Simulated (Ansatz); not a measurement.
We consider TiAl₃ (I4/mmm, No. 139), described by r²SCAN+rVV10 (plane waves, PAW; Ansatz, a program for electronic structure).

Settings: plane-wave cutoff 560 eV, 20×20×20 k mesh, Fermi–Dirac smearing 0.05 eV, no spin polarisation, scalar-relativistic PAW data made under PBE.

Computed at the level's own relaxed cell.

Estimate the equilibrium lattice constant a and c axis length that the calculation returns.


* **equilibrium lattice constant a**: 3.818 Å
* **c axis length**: 8.547 Å

The run finds no gap.

Static lattice: no zero-point or thermal effects.

It cost about 7 core-minutes (a rough figure) of CPU time.
